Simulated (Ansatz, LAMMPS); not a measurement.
**CsCl-type FeAl: properties by level of theory**

Reference values: lattice constant a 2.910 Å (measured, room temperature, not corrected to a static lattice; as tabulated in Liu et al. (2023), doi:10.1107/s2414314623010659); bulk modulus 152 GPa (measured, room temperature, no zero-point or thermal correction; as tabulated in Yamada et al. (2019), arXiv:1910.09660).

```json
[
 {"level (code)": "Finnis–Sinclair EAM AlFe_mm.eam.fs (LAMMPS)", "equilibrium lattice constant a (Å)": "2.851", "bulk modulus B0 (GPa)": "201"},
 {"level (code)": "LDA (Ansatz)", "equilibrium lattice constant a (Å)": "2.812", "bulk modulus B0 (GPa)": "207"},
 {"level (code)": "r²SCAN (Ansatz)", "equilibrium lattice constant a (Å)": "2.843", "bulk modulus B0 (GPa)": "197"}
]
```

Differences from the reference values (errors of the level alone only where the reference is corrected to a static lattice):

```
level                               lattice constant a (%)  bulk modulus (%)
----------------------------------  ----------------------  ----------------
Finnis–Sinclair EAM AlFe_mm.eam.fs                   -2.03               +32
LDA                                                  -3.37               +36
r²SCAN                                               -2.30               +30
```

Nearest: lattice constant a, not ranked (reference at room or unstated temperature); bulk modulus, not ranked (reference at room or unstated temperature). Empirical potentials aren't ranked on values they can be fitted to.

Empirical potentials (Finnis–Sinclair EAM AlFe_mm.eam.fs) are fitted to chosen data, which need not cover the solid at hand: agreement can be built in, and what lay outside the fit can be far off.

Ansatz's density-functional and Hartree–Fock values are scalar-relativistic unless marked +SOC, with PAW data made under PBE.

The crystal itself was run without spin with LDA, r²SCAN.

Differences are worked out from the printed values.

Ansatz is a program for electronic structure.
